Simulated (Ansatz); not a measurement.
Results of HSE06 (plane waves, PAW; Ansatz, a quantum-chemistry and plane-wave program) for Be₃N₂ (P6₃/mmc, No. 194, 10 atoms in the cell; start mp-6977; a measured phase of this formula has another space group).

Settings: plane-wave cutoff 460 eV, 9×9×4 k mesh (along the axes of the cell as run), Fermi–Dirac smearing 0.01 eV, scalar-relativistic PAW data made under PBE.

Cell (relaxed with PBEsol):

```xyz
10
Lattice="2.8372 0.0000 0.0000 -1.4186 2.4571 0.0000 0.0000 0.0000 9.7098" Properties=species:S:1:pos:R:3 pbc="T T T"
Be     0.0000     1.6381     0.7597
Be     1.4186     0.8190     8.9501
Be     1.4186     0.8190     5.6146
Be     0.0000     1.6381     4.0952
Be     0.0000     0.0000     2.4275
Be     0.0000     0.0000     7.2824
N      0.0000     0.0000     0.0000
N      0.0000     0.0000     4.8549
N      0.0000     1.6381     2.4275
N      1.4186     0.8190     7.2824
```

Problem. Predict the band gap, smallest direct gap on the k points sampled and Γ–Γ gap.

Solution. 
band gap: 4.66 eV (indirect)
smallest direct gap on the k points sampled: 6.16 eV
Γ–Γ gap: 7.74 eV

Note: cell and atoms aren't relaxed at this level (largest force component 0.03 eV/Å, pressure -1.7 GPa).

Computed values are for the static lattice.

Computing time: about 6 core-minutes (a rough figure).

A start named mp-… is a Materials Project structure, which need not be a measured phase.
